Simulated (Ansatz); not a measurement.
# La (space group P6_3/mmc, No. 194)

```
La
1.0
    3.78558     0.00000     0.00000
   -1.89279     3.27841     0.00000
    0.00000     0.00000    12.03275
La
4
Direct
  0.00000   0.00000   0.00000
  0.00000   0.00000   0.50000
  0.33333   0.66667   0.25000
  0.66667   0.33333   0.75000
```

Calculations: r2SCAN/PAW in Ansatz (a first-principles code), no spin-orbit coupling. Γ-centred 14×14×4 mesh, Fermi–Dirac width 0.05 eV.

The volume per atom is 37.33 Å³ and the density is 6.18 g/cm³. The band gap is zero and the total energy comes out as -6264.678 eV/atom (σ→0; compares only within this code and set-up).

Whether these cells are dynamically stable was not tested.
